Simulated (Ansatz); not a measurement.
Here is the system:

```
HfO2
1.0
    0.00000     2.55610     2.55610
    2.55610     0.00000     2.55610
    2.55610     2.55610     0.00000
Hf O
1 2
Direct
  0.00000   0.00000   0.00000
  0.25000   0.25000   0.25000
  0.75000   0.75000   0.75000
```

No spin polarisation.

Method: PBE (Ansatz, a first-principles code, PAW, no spin-orbit coupling), earlier PAW set. Γ-centred 11×11×11 mesh, Fermi–Dirac width 0.05 eV.

**Question.** What band gap does the calculation give?

**Answer.** 3.73 eV.

**Question.** What is the computed electron mass?

**Answer.** 1.2 mₑ along k, 0.74 mₑ across (at X).

**Question.** What gap character does the calculation give?

**Answer.** Direct at X.

Spin-orbit coupling, missing from the scalar runs, can matter with Hf. Load acts through the strain it causes; cell and atoms are relaxed under it. Effective masses come from finite differences of ±0.01 Å⁻¹. Along k means along the line from Γ to the band edge. Stability against distortions was not tested. The cell was made from HfO$_{2}$ in the fluorite structure (space group Fm-3m, No. 225) by this change: pressure −2 GPa. This is not the structure that HfO2 has at room temperature and ambient pressure.
